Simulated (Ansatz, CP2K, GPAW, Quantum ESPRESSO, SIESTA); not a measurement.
**ScF3 (P1, 4 atoms in the cell) computed with different codes at matched settings**

Self-consistent single point, at a second geometry (atoms moved at random). First geometry:

```
CELL_PARAMETERS angstrom
      2.28284    -3.06973     0.00000
      2.28284     3.06973     0.00000
     -1.68920     0.00000     3.65522
ATOMIC_POSITIONS crystal
  Sc 0.01114 0.98886 0.00000
  F  0.45904 0.90322 0.85177
  F  0.09678 0.54096 0.14823
  F  0.93304 0.06696 0.50000
```

Second geometry:
```xyz
4
Lattice="2.2828 -3.0697 0.0000 2.2828 3.0697 0.0000 -1.6892 0.0000 3.6552" Properties=species:S:1:pos:R:3 pbc="T T T"
Sc     2.2562     3.0193     0.0258
F      1.7116     1.4217     3.0710
F      1.1833     1.2987     0.5103
F      1.4465    -2.6700     1.8757
```

Shared settings, as Ansatz (a program for electronic structure) writes them: kpoints.mp_grid.grid = 8 8 7; scf.occupations.method = fixed. Potentials and cutoffs stand in the table.

```tsv
code	model	ΔF from the first geometry (meV/atom)	pressure (GPa)	largest force (eV/Å)	gap on the mesh (eV)	cutoff
CP2K	LDA (Pade form), GPW, DZVP-MOLOPT-SR-GTH basis, GTH-PADE potentials (GTH_POTENTIALS)	18.0	0.77	1.123	5.256	grid 600 Ry
SIESTA	LDA PW92, numerical atomic orbitals DZP, PseudoDojo LDA standard norm-conserving potentials (rewritten from UPF to PSML)	17.8	-2.69	1.203	5.011	grid 350 Ry
GPAW	LDA (Perdew-Wang 92), GPAW PAW datasets LDA (gpaw-data 1.0.1)	16.5	–	1.026	5.287	900 eV
Quantum ESPRESSO	LDA (PZ), GBRV 1.5 ultrasoft (LDA) pseudopotentials	17.8	0.65	1.144	5.289	50 Ry
Ansatz	LDA (PW92), PAW files made with PBE	17.4	-0.03	1.110	5.300	default
```

Size of the force on each atom (eV/Å): Sizes of forces hide their directions.

```tsv
code	Sc1	F2	F3	F4
CP2K	0.786	0.491	1.123	0.635
SIESTA	0.797	0.488	1.203	0.627
GPAW	0.665	0.557	1.026	0.630
Quantum ESPRESSO	0.787	0.538	1.144	0.630
Ansatz	0.750	0.538	1.110	0.629
```

A dash marks a value that a program does not give, or that is left out as unsure.

Gaps are read on the mesh.

The spread over the programs that give each value: ΔF from the first geometry within 1.5 meV/atom; pressure within 3.46 GPa; largest force within 0.177 eV/Å; gap on the mesh within 0.289 eV.

CP2K and SIESTA use small atom-centred bases, whose incompleteness enters pressures, forces and empty levels differently from a plane-wave cutoff. Ansatz's pressure is given at a fixed set of plane waves, as the other plane-wave codes print theirs; with its correction for the finite basis it is 0.56 GPa (the shift of 0.59 GPa shows how far the cutoff is from converged). The pressure of GPAW is left out: its cutoff lies under the one at which its stress was checked. The same LDA comes in different parametrisations, which differ slightly. In the pressure, SIESTA (by 3.00) lies more than 1 GPa from the median of the plane-wave programs. In the gap, SIESTA (by 0.278) lies more than 0.12 eV from the median of the plane-wave programs. In the force vectors, SIESTA (by 0.125) and GPAW (by 0.095) lie more than 0.08 eV/Å from the median of the plane-wave programs.

The starting cell comes from a database of computed structures (which also holds hypothetical and non-ambient phases and stackings), without a prior relaxation at this level. Its lattice was rescaled by a random factor within 2.5 % of one. For this run, on top of that: atoms moved at random.

Keys are those of Ansatz 0.2.
